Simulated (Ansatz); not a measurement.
System: Pt3InN (model structure, started from the Ni3MgC type, Pm-3m, No. 221, 5 atoms in the cell). Method: PBEsol (PAW; Ansatz, an electronic-structure program).

Numerical settings: plane-wave cutoff 520 eV, 14×14×14 k mesh, Fermi–Dirac smearing 0.05 eV, scalar-relativistic PAW data made under PBE.

Cell (relaxed at this level):

```
InPt3N
1.0
    4.20210     0.00000     0.00000
    0.00000     4.20210     0.00000
    0.00000     0.00000     4.20210
In Pt N
1 3 1
Direct
  0.00000   0.00000   0.00000
  0.00000   0.50000   0.50000
  0.50000   0.00000   0.50000
  0.50000   0.50000   0.00000
  0.50000   0.50000   0.50000
```

Problem. Predict the bulk modulus.

Solution. 
- bulk modulus = 211 GPa

The run finds no gap.

Note: the bulk modulus is −V dP/dV from two relaxed cells at ±2 % in volume; the relaxation could raise the start's symmetry but not lower it, so the cell can be a saddle point.

Spin–orbit coupling is not included; it can open a gap where bands touch, and shift volumes and moduli.

Static lattice: no zero-point or thermal effects.

The result took around 90 core-seconds (rough).

A model structure was made by putting elements into a prototype or built by hand; it is no filed structure, need not be a known phase, and can be a saddle point held by its symmetry.
